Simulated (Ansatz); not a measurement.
Consider SiC in the zinc blende structure (space group F-43m, No. 216; a = 4.356 Å).

Level of theory: r2SCAN, PAW, 500 eV (Ansatz, a program for electronic structure; without spin-orbit coupling).

Base values:

| Quantity | Value |
|---|---|
| Hole mass | 0.35, 0.57, 0.57 mₑ (at Γ) |
| Electron mass | 0.64 mₑ along k, 0.23 mₑ across (at X) |

Modification: every lattice vector is shortened by 0.50 %; the atoms relax in the strained cell.

Q: How does this affect the hole mass?

A: The hole mass (degenerate bands, along [100]) becomes 0.36, 0.57, 0.57 mₑ (at Γ) (base: 0.35, 0.57, 0.57 mₑ (at Γ)).

Q: How does this affect the electron mass?

A: The electron mass changes from 0.64 mₑ along k, 0.23 mₑ across (at X) to 0.64 mₑ along k, 0.22 mₑ across (at X).

Q: Predict the new mean gap deformation potential ΔEg/Δln V.

A: The mean gap deformation potential ΔEg/Δln V comes out as +0.7 eV.

Q: Estimate the effect on the energy relative to the base.

A: The energy rises by 1.7 meV/atom.

Effective masses come from finite differences of ±0.01 Å⁻¹. Along k means along the line from Γ to the band edge. Gaps are read on the SCF mesh and a high-symmetry path. Stability against distortions was not tested.
